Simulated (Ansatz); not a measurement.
Ansatz (a first-principles code) run on Ca2Ge (Fm-3m, 3 atoms in the cell): zone-centre phonon calculation.

Method of the run: LDA (PW92), default PAW files made with PBE (plane waves; Ansatz).

```
CELL_PARAMETERS angstrom
      0.00000     3.60449     3.60449
      3.60449     0.00000     3.60449
      3.60449     3.60449     0.00000
ATOMIC_POSITIONS crystal
  Ca 0.75000 0.75000 0.75000
  Ca 0.25000 0.25000 0.25000
  Ge 0.00000 0.00000 0.00000
```

Reference input (self-consistent single point, DFT, LDA (PW92), plane waves, default PAW files made with PBE): basis.ecutwfc = 30.9 Ry; kpoints.mp_grid.grid = 6 6 6; hamiltonian.xc = lda; hamiltonian.pseudopotentials = {kind: paw} (the program's default PAW files); scf.occupations.method = fixed. This run's input differs from it in these lines:

```diff
@@ -19,6 +19,7 @@
   occupations: { method: fixed }
-output:
-  forces: true
-  eigenvalues: true
-  stress: true
+  convergence: { dr2_threshold: 1.0e-05 eV }
+phonons:
+  method: dfpt
+  dielectric: true
+  rigid_motions: translations
```

The program printed (abridged):

```
SCF iter   1: F=—  HF=-7762.834318 eV  |F-HF|=—  |Δ(HF+E_count)|=         —  Δρ=4.63e-3  dr2=1.20e-2  ethr=1.77e-3  ⟨swp⟩=4.3  Hψ=3979  notcnv=0  defer=57
all-band conjugate gradients solve this SCF's bands
preconditioner: auto → none
SCF iter   2: F=—  HF=-7762.833146 eV  |F-HF|=—  |Δ(HF+E_count)|=   1.17e-3  Δρ=2.03e-3  dr2=2.69e-3  ethr=3.52e-5  ⟨swp⟩=3.2  Hψ=2208  notcnv=0  defer=91
SCF iter   3: F=—  HF=-7762.833167 eV  |F-HF|=—  |Δ(HF+E_count)|=   2.07e-5  Δρ=8.28e-4  dr2=6.10e-4  ethr=7.92e-6  ⟨swp⟩=2.2  Hψ=1243  notcnv=0  defer=91
SCF iter   4: F=—  HF=-7762.833077 eV  |F-HF|=—  |Δ(HF+E_count)|=   9.01e-5  Δρ=1.86e-4  dr2=2.89e-5  ethr=1.79e-6  ⟨swp⟩=2.0  Hψ=1749  notcnv=0  defer=89
iter 5 did not close the SCF: its close was put off for the readings that it lacked (scf_convergence_deferred on its scf_iter line)
SCF iter   5: F=-7762.833062 eV  HF=-7762.833062 eV  |F-HF|=1.80e-7  |Δ(HF+E_count)|=   1.45e-5  Δρ=2.09e-5  dr2=3.94e-7  ethr=8.49e-8  ⟨swp⟩=2.0  Hψ=1656  notcnv=0  defer=89
SCF iter   6: F=-7762.833062 eV  HF=-7762.833062 eV  |F-HF|=3.91e-9  |Δ(HF+E_count)|=   4.08e-8  Δρ=6.10e-6  dr2=1.43e-8  ethr=1.16e-9  ⟨swp⟩=11.8  Hψ=8290  notcnv=0
SCF 1 converged in 6 iterations: F = -7762.833062 eV  dr2 = 1.43e-8
DFPT response loops at Γ: preconditioner auto → Resta (q_TF=auto, 2.304 Å⁻¹)  ε∞=10.4 (no band partly filled) …
── the response to a field inside a basis, on 8×8×8 k-points: an SCF that follows is theirs, and a resumed run solves both again ──
Crystal: 3 atoms, lattice volume = 93.661 Å³
Bands: 18, of which v1, the nominal top of the filled ones, is band 17 counted from 1 (16 counted from 0)
k-points: 60 of 512 (irreducible under 12 space group operations)
Initial density: handed on by an earlier stage of this run
Initial wavefunctions: pseudopotential atomic-orbital guess (no wavefunctions were taken with the density)
   [... lines left out ...]
WARN: field response: ε∞ stands inside a basis, on 8×8×8 points …
Free energy (F): -7762.833062 eV
Fermi energy:    5.464075 eV
   [... lines left out ...]
      ω (cm⁻¹)  modes    IR ((D/Å)²/amu)
        142.58      2            15.7146
        176.34      3             0.0000
        185.69      1             7.8573
  optical modes at Γ + LO–TO along q̂ = [0.0000, 0.0000, 1.0000]:
      ω (cm⁻¹)  modes    IR ((D/Å)²/amu)
        142.58      2            15.7146
        176.34      3             0.0000
        185.69      1             7.8573
```

The run converged in 10 iterations.  The full log also holds: “iter 5 did not close the SCF: its close was put off for the readings that it lacked (scf_convergence_deferred on its scf_iter line)”.

Summary of the result:
* **Free energy E − TS (on the zero of these files)**: -7762.8331 eV
* **Top of the valence band (on the code's own zero)**: 5.46 eV
* **Gap on the k-point mesh**: 0.56 eV
* **Zone-centre frequencies (cm⁻¹; negative means imaginary)**: 0, 0, 0, 143, 143, 143, 176, 176, 176
* **ε∞ at this k-point mesh, which may be far from converged in small-gap cells (xx, yy, zz)**: 12.6, 12.6, 12.6
* **Born charges at this mesh (mean of the diagonal, e)**: Ca 1.80, Ca 1.80, Ge -3.60

The starting cell comes from a database of computed structures (which also holds hypothetical and non-ambient phases and stackings), without a prior relaxation at this level. Its lattice was rescaled by up to half a per cent. The frequencies listed for the zone centre hold no LO-TO term.

Cost on one core of a shared machine: roughly 90 s.

Keys are those of Ansatz 0.2.
